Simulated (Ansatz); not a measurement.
**Nb (Im-3m): resistivity and electron-phonon coupling**

Here is the system:

```
Nb
1.0
   -1.62164     1.62164     1.62164
    1.62164    -1.62164     1.62164
    1.62164     1.62164    -1.62164
Nb
1
Cartesian
  0.00000   0.00000   0.00000
```

Level of theory: PBEsol, DFPT electron-phonon coupling, linearised Boltzmann equation (plane waves, PAW, scalar-relativistic; Ansatz, a program for electronic structure). Condition of this run: hydrostatic pressure 5 GPa (the target of the relaxation). Cell: relaxed with this functional, without spin-orbit coupling, then loaded as said.

```yaml
resistivity at 300 K: 15.3 μΩ·cm
resistivity at 77 K: 2.4 μΩ·cm
electron mean free path at 300 K (weighted by the current that each state carries): 2.9 nm
resistivity times mean free path for one path shared by all states (from the Fermi surface's area): 3.8 ×10⁻¹⁶ Ω·m²
electron-phonon coupling λ: 1.39
transport coupling λ_tr: 1.25
logarithmic_mean_phonon_energy: 11.6 meV
density of states at the Fermi level: 0.69 states/(eV·spin·cell)
drude_plasma_energy: 9.6 eV
Hall coefficient at 300 K: 7.2 ×10⁻¹¹ m³/C
```

A metal at this level (no band gap). Only scattering by harmonic phonons is included (no impurities, grain boundaries, electron-electron scattering or thermal expansion). Spin-orbit coupling is left out. The self-energy correction of the phonons between q points moved λ by 6 %. The squared frequency of the phonon mode least converged on the k mesh is uncertain by 37 %. The run warned that the eigensolver left some states short of its tolerance. Halving the electron mesh (36x36x36) moves the resistivity by up to 3 % at 300 K, the mean free path by up to 6 %, the coupling by up to 3 %. Smearing 0.20 eV; phonons on a 6x6x6 q mesh, which this run doesn't test and which matters most at low temperature.
